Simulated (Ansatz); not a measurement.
The starting structures come from a database of crystals and need not be the phases stable at ambient conditions.

By PBEsol, the system below comes out a metal.

Consider the following.

```yaml
crystal:
  lattice:
    - [2.81055, 0.00000, 0.00000]
    - [-1.40528, 4.59139, 0.00000]
    - [0.00000, 0.00000, 6.84214]
  atoms:
    - { symbol: Cr, position: [0.59917, 0.19834, 0.75000] }
    - { symbol: Cr, position: [0.40083, 0.80166, 0.25000] }
    - { symbol: Cr, position: [0.85687, 0.71374, 0.92950] }
    - { symbol: Cr, position: [0.14313, 0.28626, 0.07050] }
    - { symbol: Cr, position: [0.14313, 0.28626, 0.42950] }
    - { symbol: Cr, position: [0.85687, 0.71374, 0.57050] }
    - { symbol: C, position: [0.24417, 0.48834, 0.75000] }
    - { symbol: C, position: [0.75583, 0.51166, 0.25000] }
    - { symbol: C, position: [0.50000, 0.00000, 0.00000] }
    - { symbol: C, position: [0.50000, 0.00000, 0.50000] }
```

Space group of this cell: Cmcm. The cell is taken as given; by PBEsol its mean pressure is -5.5 GPa.

The current flows along the normal of the first two printed cell vectors. No spin-orbit coupling; the value is a mean over 0.1 eV about the Fermi level.

Give the ballistic conductance per area that PBEsol in Ansatz (a program for electronic structure) yields.

0.74 × 10¹⁵ S/m² for both spins.
